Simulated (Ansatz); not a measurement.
## How the bulk modulus of CdSe (model structure, started from the BeO type, P4₂/mnm, No. 136, 8 atoms in the cell) moves with the method

No measured value is used here.

```tsv
level (code)	value (GPa)	cell (Å³/atom)
LDA (Ansatz)	51.4	28.54
PBEsol (Ansatz)	46.6	29.61
r²SCAN (Ansatz)	…	30.32
```

Problem. What belongs in the gaps?

Solution. 
- r²SCAN (Ansatz, a first-principles code), value (GPa): 45.5

LDA, PBEsol, r²SCAN: the bulk modulus is −V dP/dV from two relaxed cells at ±2 % in volume. Each level is taken at its own relaxed cell. Cutoffs differ between the levels. Ansatz's density-functional and Hartree–Fock values are scalar-relativistic unless marked +SOC, with PAW data made under PBE.

A model structure was made by putting elements into a prototype or built by hand; it is no filed structure, need not be a known phase, and can be a saddle point held by its symmetry.
